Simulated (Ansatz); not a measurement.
Calculation: PBE (plane waves to 420 eV, PAW; Ansatz, a quantum-chemistry and plane-wave program).

Plane-averaged electrostatic potential energy along the normal, in eV from the Fermi level, for Co on the 1x1 (110) surface of bcc Ta, one in a 2x2 cell, started at the site 'bridge Ta-Ta (span 3.3 Å)':

(z (Å), V (eV)): (5.59, 4.73); (5.89, 4.72); (6.18, 4.72); (6.48, 4.70); (6.77, 4.67); (7.07, 4.62); (7.36, 4.50); (7.66, 4.28); (7.95, 3.83); (8.24, 2.98); (8.54, 1.37); (8.83, -1.75); (9.13, -7.23); (9.42, -14.06); (9.72, -19.10); (10.01, -18.31); (10.31, -12.35); (10.60, -5.86); (10.89, -2.35); (11.19, -3.95); (11.48, -9.52); (11.78, -16.25); (12.07, -19.41); (12.37, -16.16); (12.66, -9.31); (12.96, -3.47); (13.25, -1.17); (13.54, -3.57); (13.84, -9.46); (14.13, -16.25); (14.43, -19.37); (14.72, -16.13); (15.02, -9.37); (15.31, -3.70); (15.61, -1.76); (15.90, -4.74); (16.19, -10.96); (16.49, -17.43); (16.78, -19.47); (17.08, -15.40); (17.37, -8.76); (17.67, -3.82); (17.96, -1.85); (18.26, -1.15); (18.55, -0.20); (18.84, 1.36); (19.14, 2.94); (19.43, 3.68); (19.73, 3.96); (20.02, 4.10); (20.32, 4.17); (20.61, 4.20); (20.91, 4.22); (21.20, 4.23); (21.49, 4.23); (21.79, 4.23); (22.08, 4.23); (22.38, 4.23); (22.67, 4.24)

Slab: 17 atoms, 6.8 Å thick at the start under the adsorbate (thin: gaps and levels are the slab's own); k 5x5x1, smearing 0.1 eV, dipole-corrected; 8 atoms held, the rest relaxed; held to the start's symmetry, so lower structures may exist; spin-polarised, no spin-orbit, no U, no dispersion correction. The starting moment vanished. At the end it is bonded to 4 Ta. In PBE it is, or lies within 0.03 eV of, the lowest of the starts that converged.

### Question
The surface cell has an area of 31.16 Å². What dipole along the normal does the step between the two vacuum levels imply?

### Answer
the top vacuum level lies 0.49 eV below the bottom one; p = −ε₀ A ΔV (ε₀ = 0.005526 e/(V·Å)) gives 0.09 e·Å a cell.
